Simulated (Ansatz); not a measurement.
The reference is GaP in the zinc blende structure (space group F-43m, No. 216).

```
GaP
1.0
    0.00000     2.69570     2.69570
    2.69570     0.00000     2.69570
    2.69570     2.69570     0.00000
Ga P
1 1
Direct
  0.00000   0.00000   0.00000
  0.25000   0.25000   0.25000
```

Cartesian axes are those of the cell as printed.

Computed with LDA in Ansatz (plane waves to 420 eV, PAW, spin-orbit coupling left out).

Strains are applied to the cell and any free atomic positions relax; under biaxial strain the out-of-plane vector relaxes too.

One change was made to it. Results:

The band gap drops by 0.216 eV to 1.17 eV; the shortest interatomic distance shrinks by 0.0303 Å, from 2.335 Å to 2.304 Å; the smallest direct gap increases by 0.09 eV (1.88 eV → 1.97 eV).

Which change produced these results?
(A) biaxial strain −0.42 %, plane normal [111], relaxed out of plane
(B) biaxial strain −2.08 %, plane normal [111], relaxed out of plane
(C) biaxial strain +2.08 %, plane normal [111], relaxed out of plane

B, biaxial strain −2.08 %, plane normal [111], relaxed out of plane. For comparison, the band gap in the other runs: biaxial strain +2.08 %, plane normal [111], relaxed out of plane gives 1.07 eV; biaxial strain −0.42 %, plane normal [111], relaxed out of plane gives 1.35 eV.

Gaps are Kohn–Sham eigenvalue differences; semilocal functionals usually give less than the measured gap. Stability against distortions was not tested.

Ansatz is an electronic-structure program.
